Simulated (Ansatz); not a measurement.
Abridged Ansatz (a first-principles code) output:

```
Relaxation: its limit of steps is 50 (relax.max_steps)
Pseudopotential: Mo, paw, valence charge 14
Crystal: 1 atoms, lattice volume = 15.715 Å³
Basis set: ecut = 420 eV, 321 PW (Γ), exchange–correlation on 40×40×40 points (8 copies of the dense FFT grid, shifted against one another)
Bands: 11, of which v1, the nominal top of the filled ones, is band 7 counted from 1 (6 counted from 0)
Symmetry: 16 space group operations
k-points: 1800 of 24389
Functional: x = pbesol(κ = 0.804, μ = 0.12345679012345678), c = pbesol(β = 0.046)
SCF iter   1: F=—  HF=-4897.467209 eV  |F-HF|=—  |Δ(HF+E_count)|=         —  Δρ=5.83e-3  dr2=3.90e-3  ethr=1.77e-3  ⟨swp⟩=5.0  Hψ=115819  notcnv=0
SCF iter   2: F=—  HF=-4897.465876 eV  |F-HF|=—  |Δ(HF+E_count)|=   1.33e-3  Δρ=2.10e-3  dr2=1.87e-4  ethr=2.79e-5  ⟨swp⟩=2.4  Hψ=43915  notcnv=0
SCF 1 converged in 6 iterations: F = -4897.465866 eV  dr2 = 2.68e-11
relax step   1: F+E_penalty+E_count = -4897.46586560 eV  Δ(F+E_penalty+E_count) = +0.000e0 eV  max|allowed force component| = 0.000e0 eV/Å  Δτ_max = 0.0000 Å  (6 SCF iters, accepted)
SCF converged after 6 iterations
Free energy (F): -4897.465866 eV
Internal energy: -4897.443929 eV  (E = F + TS)
E sigma→0 (E₀):  -4897.454897 eV
Entropy (-TS):   -0.021937 eV (-21.937 meV/atom)
Fermi energy:    20.834680 eV
--- Forces (eV/Å), atoms counted from 1 ---
  atom   1  Mo    -0.00000000     0.00000000    -0.00000000
--- Stress (GPa, compression-positive) ---
       -4.046165       0.000000      -0.000000
        0.000000      -4.046165       0.000000
        0.000000       0.000000     -11.354067
  P = ⅓ Tr σ = -6.4821 GPa (-64.821 kbar)
--- Relaxed structure (1 steps of the walk, 1 accepted, 0 SCFs on fresh bases) ---
  atoms:
    - { symbol: Mo, position: [0.0, 0.0, 0.0] }
```

What was computed, and what are the main results?

Mo, 1 atom in the cell, with PBEsol (Ansatz; PAW; 420 eV plane waves; no spin-orbit coupling). The last SCF converged to F = -4897.465866 eV, or -4897.4659 eV per atom, at a pressure of -6.48 GPa. The total energy compares only with runs of the same code, potentials and settings.

The cells carry an imposed strain or load. Whether these cells are dynamically stable was not tested. The final runs are not spin-polarised. The cell was made from Mo in the bcc (W type) structure (space group Im-3m, No. 229) by this change: uniaxial strain ε_zz = +2.50 %.

Keys are those of Ansatz 0.2.
